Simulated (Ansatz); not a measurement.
The starting structures come from a database of crystals and need not be the phases stable at ambient conditions.

Inside the gap of an insulator the Bloch states are evanescent, with a wavenumber k + iκ along the transport direction.

Given:

```yaml
crystal:
  lattice:
    - [5.62671, 0.00000, 0.00000]
    - [-2.81336, 4.87287, 0.00000]
    - [2.81336, 1.62429, 2.29709]
  atoms:
    - { symbol: Tl, position: [0.00000, 0.00000, 0.00000] }
    - { symbol: Br, position: [0.00000, 0.50000, 0.50000] }
```

The cell was relaxed by PBE-D3(BJ); by PBEsol it stands under a pressure of -1.2 GPa.

Transport runs along the normal of the first two printed cell vectors, the (111) plane of the conventional cell.

The gap is the functional's own. No spin-orbit coupling. Mid-gap values are those at the computed energy nearest the middle.

Task: Estimate the band gap and the smallest decay constant κ at mid-gap that PBEsol run with Ansatz (an electronic-structure program) returns for this system.

Result: Gap 1.73 eV on a 14×14×14 mesh; κ = 0.154 1/Å, at (0.500, 0.000) of the in-plane reciprocal vectors. At the zone centre the slowest state has κ = 0.20 1/Å.
